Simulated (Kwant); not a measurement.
# In0.53Ga0.47As/In0.52Al0.48As stack with 3 barriers

System: In0.53Ga0.47As/In0.52Al0.48As stack with 3 barriers. One parabolic valley. Leads of mass 0.041 mₑ with the band edge at 0; grid 0.1 nm; bias swept from 0.0208 to 0.43967 V, dropping linearly over the stack. Emitter Fermi level 0.025 eV, 4 K, equal in the collector.

```json
[
 {"layer": "1", "thickness (nm)": "2.4", "band offset (eV)": "0.52", "mass (mₑ)": "0.075"},
 {"layer": "2", "thickness (nm)": "4.5", "band offset (eV)": "0", "mass (mₑ)": "0.041"},
 {"layer": "3", "thickness (nm)": "2.4", "band offset (eV)": "0.52", "mass (mₑ)": "0.075"},
 {"layer": "4", "thickness (nm)": "4.5", "band offset (eV)": "0", "mass (mₑ)": "0.041"},
 {"layer": "5", "thickness (nm)": "2.4", "band offset (eV)": "0.52", "mass (mₑ)": "0.075"}
]
```

Constants are typed, rounded textbook-type inputs, not results; the design itself was drawn at random and stands for no fabricated device.

Kwant, one-band effective-mass tight-binding model in one dimension, coherent, no space charge, current by the Tsu-Esaki formula.

```csv
bias (V),J (A/cm²)
0.02080,0.0102
0.04698,0.0288
0.07316,0.0800
0.09934,0.246
0.1255,0.966
0.1517,8.28
0.1779,301
0.2041,30.1
0.2302,9.40
0.2564,7.32
0.2826,7.85
0.3088,10.4
0.3350,16.6
0.3611,34.0
0.3873,127
```
